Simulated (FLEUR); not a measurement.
## Equation of state of bcc W (space group 229): energy against volume (FLEUR, PBE)

```
W
1.0
   -1.55191     1.55191     1.55191
    1.55191    -1.55191     1.55191
    1.55191     1.55191    -1.55191
W
1
Cartesian
  0.00000   0.00000   0.00000
```

Computed with PBE, all-electron FLAPW (FLEUR), scalar-relativistic valence run with FLEUR. Settings: Kmax = 4.56 1/bohr; GmaxXC = 22.8 1/bohr; xcFunctional = pbe; jspins = 1; l_soc = F; mode = hist; fermiSmearingEnergy = 0.00183747 Htr; mesh (inpgen div1-3) = 26 26 26; inpgen gamma flag = true; Gmax = 22.8 1/bohr; numbands = 0; maxIterBroyd = 40; imix = Anderson; alpha = 0.05; precondParam = 0; minDistance = 1e-05 me/bohr^3. The cell above is the first row's. The rows scale it uniformly. In all rows the k mesh is held. E is the free energy at the stated smearing, counted from the lowest row.

| V (Å^3/atom) | E (meV/atom) |
|---|---|
| 14.951 | 97.51 |
| 15.276 | 50.08 |
| 15.601 | 19.11 |
| 15.926 | 2.90 |
| 16.251 | 0.00 |
| 16.576 | 9.07 |
| 16.901 | 28.92 |
| 17.226 | 58.50 |
| 17.551 | ? |

Task: Using the third-order Birch-Murnaghan form, a cubic in V^(-2/3), estimate the missing E at V = 17.551 from the other rows, showing the fit.

Result: With u = V^(-2/3) - 0.157, the rows have u = 0.007773, 0.005428, 0.003164, 0.000978, -0.001136, -0.003180, -0.005158, -0.007074. Least squares gives E = 0.001 + 1593.71·u + 1401163·u² + 978298·u³. Residuals (row less fit): 0.004, -0.011, 0.009, -0.001, 0.003, -0.001, -0.004, 0.003; standard error 0.008 (degrees of freedom: 4). Its minimum lies at u = -0.000569, so V0 = (0.156431)^(-3/2) = 16.16. There d²E/du² = 2799000 and d³E/du³ = 5870000, so B0 = (4/9) × 16.16^(-7/3) × 2799000 × 0.160218 = 302 GPa (the last factor turns the table's units into GPa), and B0' = 4 + (2/3) × 0.156431 × (5870000)/2799000 = 4.2. At the withheld row, u = -0.008931, so E = 0.001 + 1593.71 × (-0.008931) + 1401163 × (-0.008931)² + 978298 × (-0.008931)³ = 96.831 meV/atom. The calculation gives 96.83 meV/atom, which the fit meets to the printed digits. The row lies outside the fitted rows, so this is an extrapolation. From the scatter of the fitted rows alone, a prediction at this place has a standard error of 0.019 meV/atom, so the miss is 0.1 times that.

Carrying the step between the two nearest rows on in a straight line would have given 88.08, off by 8.75; series whose last step already gives the withheld value aren't shown. The scan was laid around a cell of about the measured size, scaled by a guess for this functional. Spin polarisation is off. Values depend on the basis (sphere radii, cutoffs, local orbitals), which need not be converged. Spin-orbit coupling is off. Cutoffs and mesh are single choices, not tested for convergence of this quantity. Series with a scatter that would blur these digits, or in which a gap closes, are not shown. Nor are scans whose minimum lies at an end fitted in this form.
